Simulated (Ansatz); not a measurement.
GaN (model structure, started from the GeS type, Fm-3m, No. 225, 8 atoms in the cell; like a known high-pressure phase), treated with LDA in Ansatz (plane waves, PAW).

Run with plane-wave cutoff 520 eV, 8×20×16 k mesh (along the axes of the cell as run), Fermi–Dirac smearing 0.05 eV, scalar-relativistic PAW data made under PBE.

Cell (relaxed at this level):

```xyz
8
Lattice="8.3619 0.0000 0.0000 0.0000 2.9563 0.0000 0.0000 0.0000 2.9564" Properties=species:S:1:pos:R:3 pbc="T T T"
Ga     1.0452     0.7391     0.7391
Ga     3.1357     2.2173     2.2173
Ga     7.3166     2.2173     2.2173
Ga     5.2262     0.7391     0.7391
N      7.3166     0.7391     0.7391
N      5.2262     2.2173    -0.7391
N      1.0452     2.2173     2.2173
N      3.1357     0.7391     3.6955
```

Task: Estimate the band gap and bulk modulus B0 that the calculation returns.

Result: 
* **band gap**: 0.59 eV (on the SCF k mesh)
* **bulk modulus B0**: 250 GPa

Note: the bulk modulus is −V dP/dV from two relaxed cells at ±2 % in volume.

Spin–orbit coupling is not included.

The computed numbers hold no vibrational or temperature effects.

It cost about 16 core-minutes (a rough figure) of CPU time.

A model structure was made by putting elements into a prototype or built by hand; it is no filed structure, need not be a known phase, and can be a saddle point held by its symmetry.

Ansatz is a program for electronic structure.
